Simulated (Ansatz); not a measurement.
(InP)4/(MgSe)4 wurtzite (10-10) superlattice on InP (InP and MgSe held in this type, which need not be the stable form), space group Pmc2_1.

The geometry comes from a PBE relaxation.

```
CELL_PARAMETERS angstrom
      4.20770     0.00000     0.00000
      0.00000     6.90156     0.00000
      0.00000     0.00000    29.42617
ATOMIC_POSITIONS crystal
  In 0.00000 0.01082 0.00458
  P  0.00000 0.37933 0.99928
  In 0.50000 0.49235 0.04179
  P  0.50000 0.86954 0.04213
  In 0.50000 0.99749 0.12478
  P  0.50000 0.37207 0.12483
  In 0.00000 0.49646 0.16604
  P  0.00000 0.87137 0.16580
  In 0.00000 0.99646 0.24839
  P  0.00000 0.37137 0.24862
  In 0.50000 0.49749 0.28965
  P  0.50000 0.87207 0.28960
  In 0.50000 0.99235 0.37264
  P  0.50000 0.36954 0.37230
  In 0.00000 0.51082 0.40985
  P  0.00000 0.87933 0.41515
  Mg 0.00000 0.99604 0.49671
  Se 0.00000 0.37686 0.49703
  Mg 0.50000 0.50461 0.53931
  Se 0.50000 0.87955 0.54045
  Mg 0.50000 0.00164 0.62362
  Se 0.50000 0.37890 0.62246
  Mg 0.00000 0.50204 0.66501
  Se 0.00000 0.87893 0.66611
  Mg 0.00000 0.00204 0.74942
  Se 0.00000 0.37893 0.74832
  Mg 0.50000 0.50164 0.79081
  Se 0.50000 0.87890 0.79197
  Mg 0.50000 0.00461 0.87512
  Se 0.50000 0.37955 0.87398
  Mg 0.00000 0.49604 0.91772
  Se 0.00000 0.87686 0.91740
```

These are HSE06 with spin-orbit coupling (plane waves to 420 eV, PAW; Ansatz, a first-principles code) values and carry that method's errors.  Its k-point mesh 4×3×1, Fermi–Dirac width 0.01 eV. HSE06 ran on meshes of its own (4×3×1); its edges and gaps are taken over the mesh and over extra points off it, mostly where PBE has its edges.

**Question.** List the levels next to the gap at (0.000, 0.000, 0.500) of this cell's own (folded) zone, from the top of the valence band (the table ends after a fixed count of bands, which can cut a degenerate set).

**Answer.** 
```
band  E − E_v (eV)
----  ------------
v8          -0.421
v7          -0.421
v6          -0.262
v5          -0.262
v4          -0.131
v3          -0.131
v2           0.000
v1           0.000
c1           1.680
c2           1.680
c3           2.137
c4           2.137
c5           2.374
c6           2.374
c7           2.629
c8           2.629
```
